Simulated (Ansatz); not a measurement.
MgS (model structure, started from the GeS type, Fm-3m, No. 225, 8 atoms in the cell), treated with r²SCAN+rVV10 in Ansatz (plane waves, PAW).

Run with plane-wave cutoff 560 eV, 6×16×14 k mesh (along the axes of the cell as run), Fermi–Dirac smearing 0.05 eV, scalar-relativistic PAW data made under PBE.

Computed at the level's own relaxed cell.

```
MgS
1.0
   10.37810     0.00000     0.00000
    0.00000     3.66915     0.00000
    0.00000     0.00000     3.66956
Mg S
4 4
Direct
  0.12500   0.25000   0.24995
  0.37500   0.75000   0.74995
  0.87500   0.75000   0.75005
  0.62500   0.25000   0.25005
  0.87500   0.25000   0.25003
  0.62500   0.75000   0.75003
  0.12500   0.75000   0.74997
  0.37500   0.25000   0.24997
```

Question: List the 21 lowest band energies at Γ above −25 eV (eV, relative to the valence band maximum), grouping those that round alike.

Answer: At Γ: -13.24, -12.47 (×2), -11.49, -4.33, -2.57 (×2), -1.75 (×2), -1.01 (×4), 0.00 (×3), 3.45, 4.67, 4.84, 5.74 (×2).

A model structure was made by putting elements into a prototype or built by hand; here it ended with the formula and space group of a phase in our tables.

Ansatz is an electronic-structure program.
